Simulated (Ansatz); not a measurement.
This Ansatz (a program for electronic structure) input is the reference run, SnS in the GeS type structure (space group Pnma, No. 62), computed with Ansatz PBE-D3(BJ), no SOC:

Ansatz 0.2 input:
```yaml
crystal:
  lattice:
    - [11.1549612054, 0, 0]
    - [0, 3.9997696192, 0]
    - [0, 0, 4.2614388674]
  atoms:
    - { symbol: Sn, position: [0.6184080494, 0.75, 0.6118182981] }
    - { symbol: Sn, position: [0.8815919506, 0.25, 0.1118182981] }
    - { symbol: Sn, position: [0.3815919506, 0.25, 0.3881817019] }
    - { symbol: Sn, position: [0.1184080494, 0.75, 0.8881817019] }
    - { symbol: S, position: [0.3528713299, 0.75, 0.975265653] }
    - { symbol: S, position: [0.1471286701, 0.25, 0.475265653] }
    - { symbol: S, position: [0.6471286701, 0.25, 0.024734347] }
    - { symbol: S, position: [0.8528713299, 0.75, 0.524734347] }
basis: { ecutwfc: 420, ecutrho_ratio: 4, xc_grid: 2, fft_grid_basis: typed }
kpoints: { mp_grid: { grid: [3, 8, 8] } }
hamiltonian:
  xc: pbe
  dispersion: d3bj
  pseudopotentials: { kind: paw }
scf: { occupations: { method: fermi_dirac, width: 0.05 }, convergence: { dr2_threshold: 0.0000000008 } }
output: { forces: true, stress: true }
checkpoint: { write: state.ck, write_every: 1000 }
```

Write the input for this change: compressive biaxial strain of 0.58 % in the plane normal to [001], as in epitaxy on a mismatched substrate; the out-of-plane cell vector and the atoms relax.


Ansatz 0.2 input:
```yaml
crystal:
  lattice:
    - [3.9765709554, 0, 0]
    - [0, 11.0902624304, 0]
    - [0, 0, 4.2737970401]
  atoms:
    - { symbol: Sn, position: [0.75, 0.3815919506, 0.6118182981] }
    - { symbol: Sn, position: [0.25, 0.1184080494, 0.1118182981] }
    - { symbol: Sn, position: [0.25, 0.6184080494, 0.3881817019] }
    - { symbol: Sn, position: [0.75, 0.8815919506, 0.8881817019] }
    - { symbol: S, position: [0.75, 0.6471286701, 0.975265653] }
    - { symbol: S, position: [0.25, 0.8528713299, 0.475265653] }
    - { symbol: S, position: [0.25, 0.3528713299, 0.024734347] }
    - { symbol: S, position: [0.75, 0.1471286701, 0.524734347] }
basis: { ecutwfc: 420, ecutrho_ratio: 4, xc_grid: 2, fft_grid_basis: typed }
kpoints: { mp_grid: { grid: [8, 3, 8] } }
hamiltonian:
  xc: pbe
  dispersion: d3bj
  pseudopotentials: { kind: paw }
scf: { occupations: { method: fermi_dirac, width: 0.05 } }
relax: { f_tol: 0.005, max_steps: 50, cell: { stress_tol: 0.01, fix: [a, b, gamma] } }
output: { forces: true, stress: true }
checkpoint: { write: state.ck, write_every: 1000 }
```
This is the input that was run; other choices of cell and start would serve too.

Stability against distortions was not tested.
